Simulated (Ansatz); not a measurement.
# TiAl3 under a change: x(Y) = 0.833, 8 atoms, P-4m2

Consider TiAl3 (space group I4/mmm, No. 139; a = 3.816 Å, c = 8.551 Å).

The other end (x = 1) is Y₃Ti (space group I4/mmm, No. 139; a hypothetical phase, not in the database extracts checked): 26.56 Å³/atom, gap zero; this end may not be an ambient phase.

The change: Y replaces 83.3 % of the Al, ordered in a cell of 8 atoms (starting symmetry P-4m2) and fully relaxed.

Computed with PBEsol (Ansatz, an electronic-structure program; PAW; 420 eV plane waves; no spin-orbit coupling). Settings: 10×10×5 k-points, 0.05 eV Fermi–Dirac smearing, for the changed cell.

```csv
quantity,base,changed,shift
volume per atom,15.57 Å³,24.51 Å³,+8.94 Å³
density,3.44 g/cm³,4.80 g/cm³,+1.369 g/cm³
band gap,zero,zero,–
mixing energy (to 0.01 eV only: unlike meshes or grids) (against an end that may be hypothetical),–,-0.01 eV/atom,–
deviation of the volume from the linear (Vegard-type) interpolation,–,-0.9 %,–
```

Each cell is one ordered arrangement of few atoms, which overstates ordering effects compared with a random alloy. Whether these cells are dynamically stable was not tested. All final runs are without spin polarisation. An odd electron count without spin: TiAl3 and Y3Ti. Y5Ti2Al and Y3Ti have a high density of states at the Fermi level and may be magnetic at this level.
